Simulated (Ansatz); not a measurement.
**Hypothetical R-3m KTlS2: response to strain**

The reference is KTlS2 (space group R-3m, No. 166; a = 3.984 Å, c = 21.707 Å (hexagonal axes); a hypothetical phase, not in the database extracts checked). Axes: x lies along a and z along c of the hexagonal cell.

Strains are applied to the cell and any free atomic positions relax; under biaxial strain the out-of-plane vector relaxes too; under stress the whole cell relaxes.

Calculations: PBEsol (Ansatz, a program for electronic structure; PAW; 420 eV plane waves; scalar-relativistic without spin-orbit coupling).

Notes on the quantities. pressure: mean of the normal stresses, compression positive.

| case | pressure | volume per atom | band gap | electron mass |
|---|---|---|---|---|
| base | 0.0 kbar | 24.86 Å³ | 0.89 eV | 0.22 mₑ along c, 0.16 mₑ across (at Γ) |
| biaxial strain −2.23 %, plane normal [001], relaxed out of plane | 13.9 kbar | 24.17 Å³ | 0.96 eV | 0.22 mₑ out of plane, 0.16 mₑ in plane (at Γ) |
| biaxial strain −1.47 %, plane normal [001], relaxed out of plane | 8.9 kbar | 24.41 Å³ | 0.94 eV | 0.22 mₑ out of plane, 0.16 mₑ in plane (at Γ) |
| biaxial strain +4.27 %, plane normal [001], relaxed out of plane | -20.8 kbar | 26.12 Å³ | 0.62 eV | 0.17 mₑ out of plane, 0.14 mₑ in plane (at Γ) |
| isotropic strain −2.19 % | 33.0 kbar | 23.27 Å³ | 1.11 eV | 0.22 mₑ along c, 0.17 mₑ across (at Γ) |
| isotropic strain −1.13 % | 15.6 kbar | 24.03 Å³ | 1.00 eV | 0.22 mₑ along c, 0.16 mₑ across (at Γ) |
| uniaxial strain ε_xx = +5.28 % | -17.8 kbar | 26.18 Å³ | 0.75 eV | 0.19 mₑ along x, 0.15 mₑ along y, 0.23 mₑ along z (at Γ) |
| uniaxial strain ε_zz = +1.45 % | -5.5 kbar | 25.22 Å³ | 0.85 eV | 0.22 mₑ along z, 0.15 mₑ across (at Γ) |
| uniaxial stress, 0.5 GPa tension along z | – | 24.98 Å³ | 0.88 eV | 0.22 mₑ along z, 0.15 mₑ across (at Γ) |
| uniaxial stress, 8 GPa tension along z | – | 27.52 Å³ | 0.32 eV | 0.19 mₑ along z, 0.12 mₑ across (at Γ) |

Spin-orbit coupling, missing from the scalar runs, can matter with Tl. Masses are band curvatures over ±0.01 Å⁻¹ around the edge. Stability under load was not tested beyond the relaxation. Under uniaxial stress, 8 GPa tension along z the cell changed shape so far that it is another structure.
